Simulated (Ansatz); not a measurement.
The reference is BaTiO3 (space group P4mm, No. 99; a = 3.9722 Å, c = 4.1130 Å).

Level of theory: Kohn–Sham DFT with the r2SCAN functional, run in Ansatz (a first-principles code) with PAW and 500 eV plane waves, scalar-relativistic without spin-orbit coupling.

Before the change:

- Band gap: 2.23 eV

Now apply this change: an isotropic linear strain of −2.12 %, atoms relaxed at fixed cell.

Predict the new band gap and energy relative to the base.

The band gap grows by 0.10 eV to 2.33 eV; the energy rises by 26 meV/atom.

No phonon test of stability was made. All final runs are without spin polarisation.
